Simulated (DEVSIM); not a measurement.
# Schottky contact on n-type Si

System: Schottky contact on n-type Si, at 250 K.

| layer (left to right) | material | thickness (μm) | Nd (cm⁻³) | τn (s) | τp (s) |
|---|---|---|---|---|---|
| 1 | Si | 2.80 | 9.8e15 | 6e-6 | 6e-6 |
| 2 | Si | 0.680 | 2.4e18 | 6e-6 | 6e-6 |

Left contact: Schottky, work function 4.48 eV, emission velocity 4.1e6 cm/s. Right contact: ohmic. Voltage is applied to the left contact. Recombination: SRH at mid-gap, radiative. Mobility is μmin + (μ − μmin)/(1 + (N/Nref)^α).

This is a model device: material constants are rounded textbook-type values typed into the input, and sizes, dopings and lifetimes were drawn at random. Values at 300 K; Nc and Nv go as T^1.5, mobilities as T to minus their exponent, the gap by Varshni's rule with the affinity fixed.

```
parameter               Si
----------------  --------
gap (eV)             1.124
affinity (eV)         4.05
permittivity          11.7
Nc (cm⁻³)          2.86e19
Nv (cm⁻³)           3.1e19
μn (cm²/Vs)           1417
μp (cm²/Vs)            470
μn,min                  52
μp,min                  45
Nref,n              9.7e16
Nref,p              2.2e17
αn                    0.68
αp                    0.72
T exponent of μn       2.3
T exponent of μp       2.2
B (cm³/s)          4.7e-15
Varshni α (eV/K)  0.000473
Varshni β (K)          636
```

Model (solved in DEVSIM): 1D drift-diffusion, Boltzmann statistics, complete ionisation; no tunnelling, impact ionisation, image-force lowering or self-heating. Metal contacts follow the ideal Schottky-Mott rule: no Fermi-level pinning, no interface dipoles.

```yaml
potential_step_across_the_device_at_zero_bias: 0.383 V
Dark forward voltage at 1 A/cm²: 0.079 V
Dark forward voltage at 100 A/cm²: 0.190 V
```

Dark forward current:

(V (V), J (A/cm²)): (0.05, 0.26); (0.10, 2.8); (0.15, 25); (0.20, 140); (0.25, 410); (0.30, 780); (0.35, 1200); (0.40, 1600); (0.45, 2100)
